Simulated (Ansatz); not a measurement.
## Ir under a change: biaxial strain +3.00 %, plane normal [001], relaxed out of plane

The parent structure is Ir in the fcc (Cu type) structure (space group Fm-3m, No. 225; a = 3.831 Å; relaxed with 0.1 eV smearing). Axes: x, y, z lie along the cube axes.

It is then changed as follows: biaxial strain +3.00 %, plane normal [001], relaxed out of plane (Cartesian); in-plane vectors clamped, the third vector and the atoms free.

All numbers come from PBEsol (Ansatz, a quantum-chemistry and plane-wave program, PAW, scalar-relativistic without spin-orbit coupling). k-mesh 29×29×29 (Γ-centred); smearing 0.1 eV (Fermi–Dirac).

```csv
quantity,base,changed,shift
volume per atom,14.06 Å³,14.56 Å³,+0.506 Å³
space group,Fm-3m (No. 225),I4/mmm (No. 139),–
shortest interatomic distance,2.709 Å,2.719 Å,+0.010 Å
energy relative to the base (free energy F),0 meV/atom,+50 meV/atom,+50 meV/atom
band gap,zero,zero,–
out-of-plane strain,–,-2.35 %,–
ratio −ε⊥/ε∥,–,0.78,–
mean in-plane stress (compression positive),–,-17.8 GPa,–
```

Final structure (turned so that z lies along the plane normal):

```xyz
1
Lattice="2.7903 0.0000 0.0000 0.0000 2.7903 0.0000 1.3951 -1.3951 1.8706" Properties=species:S:1:pos:R:3 pbc="T T T"
Ir     0.0000     0.0000     0.0000
```

Stability against distortions was not tested. The final runs are not spin-polarised.
